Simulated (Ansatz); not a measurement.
Results of PBEsol (Ansatz, an electronic-structure program, PAW) for ScOF (P4/nmm, No. 129, 6 atoms in the cell; start mp-989178).

Run with plane-wave cutoff 520 eV, 10×10×8 k mesh (along the axes of the cell as run), Fermi–Dirac smearing 0.01 eV, scalar-relativistic PAW data made under PBE.

Cell (relaxed at this level):

Space group P4/nmm, origin choice 1 (No. 129); a = b = 3.577 Å, c = 5.094 Å, α = β = γ = 90.00°

```
atom  site  symmetry       x       y       z
----  ----  --------  ------  ------  ------
Sc      2c       4mm  0.0000  0.5000  0.2928
O       2b      -4m2  0.5000  0.5000  0.5000
F       2a      -4m2  0.0000  0.0000  0.0000
```

What does this level give for the band gap, direct gap at Γ and bulk modulus B0?


- band gap: 4.43 eV (on the SCF k mesh)
- direct gap at Γ: 4.66 eV
- bulk modulus B0: 159 GPa

Note: the relaxation could not lower the start's symmetry, so the cell can be a saddle point above a distorted one; the bulk modulus is −V dP/dV from two relaxed cells at ±2 % in volume.

Cost on a shared machine: very roughly 60 core-seconds.

A start named mp-… is a Materials Project structure, which need not be a measured phase.
